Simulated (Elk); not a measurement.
**Input and output of a self-consistent single point for Ir (Fm-3m, 1 atom in the cell) (Elk)**

Method of the run: PBE, all-electron FP-LAPW, Elk's shipped species files, APW+lo basis with extra local orbitals (Elk).

Input as run:

```
tasks
  0

xctype
  20

rgkmax
  8.0

gmaxvr
  16.0

nxlo
  2

lorbcnd
  .true.

rmtscf
  0.86

lmaxi
  2

swidth
  0.00367493

maxscl
  100

avec
    0.0000000000    3.6101327885    3.6101327885
    3.6101327885    0.0000000000    3.6101327885
    3.6101327885    3.6101327885    0.0000000000

sppath
  'species/'

atoms
  1
  'Ir.in'
  1
  0.0000000000  0.0000000000  0.0000000000    0.0 0.0 0.0

ngridk
  9 9 9
```

Output (repeated stretches shortened):

```
│ Elk code version 10.2.4 │

All units are atomic (Hartree, Bohr, etc.)

│ Ground-state run starting from atomic densities │

Lattice vectors :
   0.000000000       3.610132789       3.610132789
   3.610132789       0.000000000       3.610132789
   3.610132789       3.610132789       0.000000000

Unit cell volume      :    94.10214546
Brillouin zone volume :    2.635967674

Muffin-tin inner radius fraction :   0.1000000000E-01

Nuclei treated as point charges

Species :    1 (Ir)
 parameters loaded from : Ir.in
 name : iridium
 nuclear charge    :   -77.00000000
 electronic charge :    77.00000000
 atomic mass :    350390.1559
 muffin-tin radius :    2.408000000
 number of radial points in muffin-tin :    697
 atomic positions (lattice), magnetic fields (Cartesian) :
   1 :   0.00000000  0.00000000  0.00000000    0.00000000  0.00000000  0.00000000

Total number of atoms per unit cell :    1

Spin treatment :
 spin-unpolarised

Number of Bravais lattice symmetries :   48
Number of crystal symmetries         :   48
Crystal has inversion symmetry
Real symmetric eigensolver will be used

k-point grid :      9     9     9
k-point offset :    0.000000000       0.000000000       0.000000000
k-point set is reduced with full crystal symmetry group
Total number of k-points :       35

Muffin-tin radius times maximum |G+k| :    8.000000000
 using average radius
Maximum |G+k| for APW functions       :    3.322259136
Maximum (1/2)|G+k|²                   :    5.518702884
Maximum |G| for potential and density :    16.00000000
 potential will be trimmed for |G| > 2 gkmax
Constant for pseudocharge density :   10
Radial integration step length :    4

G-vector grid sizes :     27    27    27
Number of G-vectors :     6423

Maximum angular momentum used for
 APW functions                      :    8
 outer part of muffin-tin           :    6
 inner part of muffin-tin           :    2

Total nuclear charge    :   -77.00000000
Total core charge       :    48.00000000
Total valence charge    :    29.00000000
Total excess charge     :    0.000000000
Total electronic charge :    77.00000000

Effective Wigner radius, rₛ :   0.6632441024

Number of empty states         :    4
Total number of valence states :   19
Total number of core states    :   48

Conduction state local-orbitals added automatically
Total number of local-orbitals :  100

Exchange-correlation functional :     20     0     0
 Perdew-Burke-Ernzerhof, Phys. Rev. Lett. 77, 3865 (1996)
 gradient requirement :    1
 generalised gradient approximation (GGA)

Smearing type :    3
 Fermi-Dirac
Smearing width :   0.3674930000E-02
Effective electronic temperature (K) :    1160.451112

Mixing type :    3
 Broyden mixing, J. Phys. A: Math. Gen. 17, L317 (1984)

Kohn-Sham potential initialised from atomic data

│ Self-consistent loop started │
│ Loop number : 1 │
 total energy                :     -17863.5834384
│ Loop number : 2 │
 total energy                :     -17863.7451340
RMS change in Kohn-Sham potential (target) :   0.1542261112     (  0.1000000000E-05)
Absolute change in total energy (target)   :   0.1616956735     (  0.1000000000E-03)
│ Loop number : 3 │
 total energy                :     -17863.7440741
RMS change in Kohn-Sham potential (target) :   0.1514575786     (  0.1000000000E-05)
Absolute change in total energy (target)   :   0.3936402112E-01 (  0.1000000000E-03)
│ Loop number : 4 │
 total energy                :     -17862.2596661
RMS change in Kohn-Sham potential (target) :   0.1127836786     (  0.1000000000E-05)
Absolute change in total energy (target)   :    1.474566976     (  0.1000000000E-03)
│ Loop number : 5 │
 total energy                :     -17859.8308321
RMS change in Kohn-Sham potential (target) :   0.4621466771E-01 (  0.1000000000E-05)
Absolute change in total energy (target)   :    2.797475759     (  0.1000000000E-03)
│ Loop number : 6 │
 total energy                :     -17858.7011726
RMS change in Kohn-Sham potential (target) :   0.1321187130E-01 (  0.1000000000E-05)
Absolute change in total energy (target)   :    1.829028471     (  0.1000000000E-03)
│ Loop number : 7 │
 total energy                :     -17858.2671182
RMS change in Kohn-Sham potential (target) :   0.3161344618E-03 (  0.1000000000E-05)
Absolute change in total energy (target)   :   0.8913115679     (  0.1000000000E-03)
│ Loop number : 8 │
 total energy                :     -17858.2601768
RMS change in Kohn-Sham potential (target) :   0.1354707441E-03 (  0.1000000000E-05)
Absolute change in total energy (target)   :   0.2297692109     (  0.1000000000E-03)
│ Loop number : 9 │
 total energy                :     -17858.2623026
RMS change in Kohn-Sham potential (target) :   0.4132666500E-04 (  0.1000000000E-05)
Absolute change in total energy (target)   :   0.5531653658E-01 (  0.1000000000E-03)
│ Loop number : 10 │
 total energy                :     -17858.2615899
RMS change in Kohn-Sham potential (target) :   0.1719681784E-04 (  0.1000000000E-05)
Absolute change in total energy (target)   :   0.1454187823E-01 (  0.1000000000E-03)
│ Loop number : 11 │
 total energy                :     -17858.2597183
RMS change in Kohn-Sham potential (target) :   0.2583097599E-05 (  0.1000000000E-05)
Absolute change in total energy (target)   :   0.5507011068E-02 (  0.1000000000E-03)
│ Loop number : 12 │
 total energy                :     -17858.2593931
RMS change in Kohn-Sham potential (target) :   0.6634100587E-06 (  0.1000000000E-05)
Absolute change in total energy (target)   :   0.1701972906E-02 (  0.1000000000E-03)
│ Loop number : 13 │
 total energy                :     -17858.2593945
RMS change in Kohn-Sham potential (target) :   0.2575660928E-06 (  0.1000000000E-05)
Absolute change in total energy (target)   :   0.4240632043E-03 (  0.1000000000E-03)
│ Loop number : 14 │
 total energy                :     -17858.2593979
RMS change in Kohn-Sham potential (target) :   0.5948000200E-07 (  0.1000000000E-05)
Absolute change in total energy (target)   :   0.1026034806E-03 (  0.1000000000E-03)
│ Loop number : 15 │
 total energy                :     -17858.2593994
RMS change in Kohn-Sham potential (target) :   0.4269716742E-07 (  0.1000000000E-05)
Absolute change in total energy (target)   :   0.2418709119E-04 (  0.1000000000E-03)
Convergence targets achieved

│ Loop number : 16 │

Energies :
 Fermi                       :     0.578744095363
 sum of eigenvalues          :     -10947.7731199
 electron kinetic            :      20354.2394755
 core electron kinetic       :      19587.9948212
 Coulomb                     :     -37863.1586959
 Coulomb potential           :     -30844.9929367
 nuclear-nuclear             :     -1468.85361849
 electron-nuclear            :     -41943.6172182
 Hartree                     :      5549.31214072
 Madelung                    :     -22440.6622276
 xc potential                :     -457.019658694
 exchange                    :     -344.623607268
 correlation                 :     -4.71583953009
 electron entropic           :    -0.730593843328E-03
 total energy                :     -17858.2593978

Density of states at Fermi energy :    14.70569411
 (states/Hartree/unit cell)

Estimated indirect band gap :   0.6760480708E-02
 from k-point      4 to k-point     33
Estimated direct band gap   :   0.2728440654E-01
 at k-point      8

Charges :
 core                        :    48.00000000
 valence                     :    29.00000000
 interstitial                :    1.799993566
 muffin-tins (core leakage)
  species :    1 (Ir)
   atom    1                 :    75.20000643     (  0.1780863980E-02)
 total in muffin-tins        :    75.20000643
 total calculated charge     :    76.99422464
 total charge                :    77.00000000
 error                       :   0.5775358230E-02

│ Self-consistent loop stopped │
```

The run converged in 16 iterations. The count includes the last loop, which Elk runs after its targets are met.

The starting cell has typed, rounded lattice constants, without a prior relaxation at this level. Its lattice was rescaled by up to half a per cent. Spin-orbit coupling is off. Spin polarisation is off. Values depend on the basis (sphere radii, cutoffs, local orbitals), which need not be converged. The log's line on a gap gives a spacing of levels on this mesh, which the program prints for metals too.
